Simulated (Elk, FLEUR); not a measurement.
A FLEUR input for a self-consistent single point of NiSi₂ (Fm-3m, 3 atoms in the cell) (DFT, PBE, all-electron FLAPW (FLEUR), scalar-relativistic valence):

Input of the input generator:

```
NiSi2 crystal
&input film=f /
-0.0000000000 0.7071067812 0.7071067812
0.7071067812 -0.0000000000 0.7071067812
0.7071067812 0.7071067812 0.0000000000
7.0844674624
1.0 1.0 1.0

3
14 0.2500000000 0.2500000000 0.2500000000
14 0.7500000000 0.7500000000 0.7500000000
28 0.0000000000 0.0000000000 0.0000000000

&comp jspins=1 /
&kpt div1=11 div2=11 div3=11 /
&end /
```

```xml
<?xml version="1.0" encoding="UTF-8" standalone="no"?>
<fleurInput fleurInputVersion="0.39">
   <comment>
      NiSi2 crystal                                                                                       
   </comment>
   <calculationSetup>
      <cutoffs Kmax="4.0" Gmax="16.0" GmaxXC="16.0" numbands="0"/>
      <scfLoop itmax="80" minDistance="0.00001" maxIterBroyd="15" imix="Anderson" alpha="0.05" precondParam="0.0" spinf="2.0"/>
      <coreElectrons ctail="T" frcor="F" kcrel="0" coretail_lmax="0"/>
      <xcFunctional name="pbe" relativisticCorrections="F"/>
      <magnetism jspins="1"/>
      <soc l_soc="F" theta="0.0" phi="0.0" spav="F"/>
      <expertModes spex="0" secvar="F"/>
      <geometryOptimization l_f="T" forcealpha="1.0" forcemix="BFGS" epsdisp="0.00001" epsforce="0.00001"/>
      <ldaU l_linMix="F" mixParam="0.05" spinf="1.0"/>
   </calculationSetup>
   <cell>
      <bzIntegration valenceElectrons="24.0" mode="hist" fermiSmearingEnergy="0.00499791">
         <kPointListSelection listName="default-1"/>
         <!-- k-points included here -->
         <xi:include xmlns:xi="http://www.w3.org/2001/XInclude" href="kpts.xml"> </xi:include>
      </bzIntegration>
      <!-- symmetry operations included here -->
      <xi:include xmlns:xi="http://www.w3.org/2001/XInclude" href="sym.xml"> </xi:include>
      <bulkLattice scale="1.0">
         <bravaisMatrix>
            <row-1>    0.0000000000000000     5.0094749838537966     5.0094749838537966</row-1>
            <row-2>    5.0094749838537966     0.0000000000000000     5.0094749838537966</row-2>
            <row-3>    5.0094749838537966     5.0094749838537966     0.0000000000000000</row-3>
         </bravaisMatrix>
      </bulkLattice>
   </cell>
   <atomSpecies>
      <species name="Silicon (Si)" element="Si" atomicNumber="14">
         <mtSphere radius="1.59" gridPoints="563" logIncrement="0.02"/>
         <atomicCutoffs lmax="6" lnonsphr="4"/>
         <electronConfig flipSpins="F">
            <coreConfig>(1s1/2) (2s1/2) (2p1/2) (2p3/2)</coreConfig>
            <valenceConfig>(3s1/2) (3p1/2) (3p3/2)</valenceConfig>
            <stateOccupation state="(3p1/2)" spinUp="0.3333333333333" spinDown="0.3333333333333"/>
            <stateOccupation state="(3p3/2)" spinUp="0.6666666666667" spinDown="0.6666666666667"/>
         </electronConfig>
         <energyParameters s="3" p="3" d="3" f="4"/>
      </species>
      <species name="Nickel (Ni)" element="Ni" atomicNumber="28">
         <mtSphere radius="2.45" gridPoints="863" logIncrement="0.014"/>
         <atomicCutoffs lmax="10" lnonsphr="8"/>
         <electronConfig flipSpins="F">
            <coreConfig>(1s1/2) (2s1/2) (2p1/2) (2p3/2) (3s1/2)</coreConfig>
            <valenceConfig>(3p1/2) (3p3/2) (4s1/2) (3d3/2) (3d5/2)</valenceConfig>
            <stateOccupation state="(3d3/2)" spinUp="1.6" spinDown="1.6"/>
            <stateOccupation state="(3d5/2)" spinUp="2.4" spinDown="2.4"/>
         </electronConfig>
         <energyParameters s="4" p="4" d="3" f="4"/>
         <lo type="SCLO" l="1" n="3" eDeriv="0"/>
      </species>
   </atomSpecies>
   <atomGroups>
      <atomGroup species="Silicon (Si)">
         <relPos label="                   1">1.000/4.000 1.000/4.000 1.000/4.000</relPos>
         <relPos label="                   2">-1.000/4.000 -1.000/4.000 -1.000/4.000</relPos>
         <force calculate="T" relaxXYZ="TTT"/>
      </atomGroup>
      <atomGroup species="Nickel (Ni)">
         <relPos label="                   3">.0000000000 .0000000000 .0000000000</relPos>
         <force calculate="T" relaxXYZ="TTT"/>
      </atomGroup>
   </atomGroups>
   <output dos="F" band="F" slice="F">
      <checks vchk="F" cdinf="F"/>
      <bandDOS minEnergy="-.5*Htr" maxEnergy="0.5*Htr" sigma="0.015" storeEVData="T"/>
      <vacuumDOS vacdos="F" integ="F" star="F" nstars="0" locx1="0.0" locy1="0.0" locx2="0.0" locy2="0.0" nstm="0" tworkf="0.0"/>
      <unfoldingBand unfoldBand="F" supercellX="1" supercellY="1" supercellZ="1"/>
      <plotting iplot="0" polar="F">
         <plot TwoD="T" vec1="  1.0  0.0  0.0" vec2="  0.0  1.0  0.0" vec3="  0.0  0.0  1.0" zero="  0.0  0.0  0.0" file="plot"/>
      </plotting>
      <chargeDensitySlicing numkpt="0" minEigenval="0.0" maxEigenval="0.0" nnne="0" pallst="F"/>
      <specialOutput eonly="F"/>
      <magneticCircularDichroism mcd="F" energyLo="-10.0" energyUp="0.0"/>
   </output>
  <!-- We include the file relax.xml here to enable relaxations (see documentation) -->
  <xi:include xmlns:xi="http://www.w3.org/2001/XInclude" href="relax.xml"> <xi:fallback/> </xi:include>
</fleurInput>
```

**Question.** Give the Elk input for the same structure, mesh, smearing and functional.

**Answer.** One input that does it (others would too):

```
tasks
  0

xctype
  20

rgkmax
  7.5

gmaxvr
  16.0

nxlo
  2

lorbcnd
  .true.

rmtscf
  0.9

lmaxi
  3

stype
  3

swidth
  0.00499791

scale
  7.084467462

avec
    0.0000000000    0.7071067812    0.7071067812
    0.7071067812    0.0000000000    0.7071067812
    0.7071067812    0.7071067812    0.0000000000

atoms
  2   : nspecies
  'Si.in'   : spfname
  2   : natoms; atposl, bfcmt below
  0.2500000000  0.2500000000  0.2500000000    0.0 0.0 0.0
  0.7500000000  0.7500000000  0.7500000000    0.0 0.0 0.0
  'Ni.in'   : spfname
  1   : natoms; atposl, bfcmt below
  0.0000000000  0.0000000000  0.0000000000    0.0 0.0 0.0

ngridk
  11 11 11
```

Basis settings and potentials, where a program has them, do not carry over. This input uses DFT, PBE, all-electron FP-LAPW, Elk's shipped species files, APW+lo basis with extra local orbitals.

The starting cell has typed, rounded lattice constants, without a prior relaxation at this level. For this run, on top of that: lattice scaled by 0.98.
